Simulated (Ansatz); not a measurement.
Consider C vacancy in 4H silicon carbide with all lengths changed by +1 %, charge state +2. All values below come from PBE, PAW (plane waves to 420 eV; Ansatz, an electronic-structure program).

Cell of 72 host sites held at the strained lattice (strain from the relaxed PBE one, atoms relaxed); a 2×2×2 k-point mesh shifted by half a step along c; Fermi-Dirac width 0.01 eV, spin-restricted; finite-size errors left in. Energies are static. The charge state is imposed; whether it is stable for some Fermi level was not computed. Forms of the defect that were not tried may lie lower.

The step: one C atom jumps into the vacancy from a nearby C site. Atoms about the jump, Cartesian Å from the middle of the jump, before and after:

| atom | x0 | y0 | z0 | x1 | y1 | z1 |
|---|---|---|---|---|---|---|
| C1 | 0.78 | 1.35 | 0.00 | -0.78 | -1.35 | 0.00 |
| Si2 | 0.90 | -0.39 | 0.70 | 0.79 | -0.58 | 0.70 |
| Si3 | -2.44 | -0.39 | 0.70 | -2.35 | -0.46 | 0.66 |
| Si4 | -0.77 | 2.26 | 0.66 | -0.88 | 2.31 | 0.70 |
| Si5 | 0.80 | 1.35 | -1.92 | 0.79 | 1.35 | -2.12 |
| Si6 | -0.77 | -1.36 | -2.12 | -0.77 | -1.37 | -1.92 |
| C7 | -2.32 | 1.35 | 0.00 | -2.33 | 1.34 | 0.00 |
| C8 | -0.77 | 0.45 | -2.54 | -0.78 | 0.44 | -2.54 |
| Si9 | -2.35 | 1.35 | -1.92 | -2.35 | 1.36 | -1.92 |
| C10 | 0.79 | -0.46 | 2.57 | 0.79 | -0.45 | 2.57 |
| C11 | 2.35 | -1.37 | 0.00 | 2.36 | -1.35 | 0.00 |
| C12 | 0.80 | -2.26 | -2.54 | 0.79 | -2.26 | -2.54 |
| C13 | 2.35 | 0.45 | -2.54 | 2.36 | 0.44 | -2.54 |
| C14 | -2.33 | -0.46 | 2.57 | -2.34 | -0.46 | 2.57 |
| C15 | -0.77 | 2.25 | 2.57 | -0.77 | 2.25 | 2.57 |
| Si16 | 2.36 | -1.35 | -1.92 | 2.35 | -1.37 | -1.92 |
| Si17 | 2.36 | 2.24 | 0.66 | 2.46 | 2.31 | 0.70 |
| Si18 | -0.77 | -3.28 | 0.70 | -0.76 | -3.17 | 0.66 |
| Si19 | -0.77 | -1.36 | 3.20 | -0.79 | -1.36 | 3.21 |
| Si20 | 0.79 | 1.36 | 3.21 | 0.79 | 1.35 | 3.20 |
| C21 | -3.89 | -1.37 | 0.00 | -3.90 | -1.36 | 0.01 |
| C22 | -0.77 | 4.05 | 0.01 | -0.76 | 4.05 | 0.00 |
| C23 | 0.79 | 3.15 | -2.54 | 0.79 | 3.16 | -2.54 |
| C24 | -2.34 | -2.26 | -2.54 | -2.34 | -2.26 | -2.54 |

Question: Predict the transition state.

Answer: 
```
atom      x      y      z
----  -----  -----  -----
C1    -0.25   0.14  -0.20
Si2    1.03  -0.59   0.81
Si3   -2.27  -0.32   0.60
Si4   -0.86   2.13   0.60
Si5    0.65   1.25  -1.98
Si6   -0.76  -1.19  -1.98
C7    -2.50   1.44  -0.05
C8    -0.90   0.52  -2.73
Si9   -2.43   1.40  -1.97
C10    0.88  -0.51   2.63
C11    2.47  -1.43   0.03
C12    0.77  -2.21  -2.49
C13    2.30   0.43  -2.49
C14   -2.28  -0.46   2.52
C15   -0.74   2.20   2.52
Si16   2.37  -1.37  -1.89
Si17   2.46   2.31   0.74
Si18  -0.77  -3.30   0.74
Si19  -0.75  -1.38   3.20
Si20   0.81   1.34   3.21
C21   -3.80  -1.36   0.00
C22   -0.73   3.97   0.00
C23    0.77   3.11  -2.49
C24   -2.31  -2.23  -2.49
```
It lies 5.19 eV above the start and 5.19 eV above the end. The saddle point's order was not checked, and it lies on a symmetry element of the cell, where a band can be held.
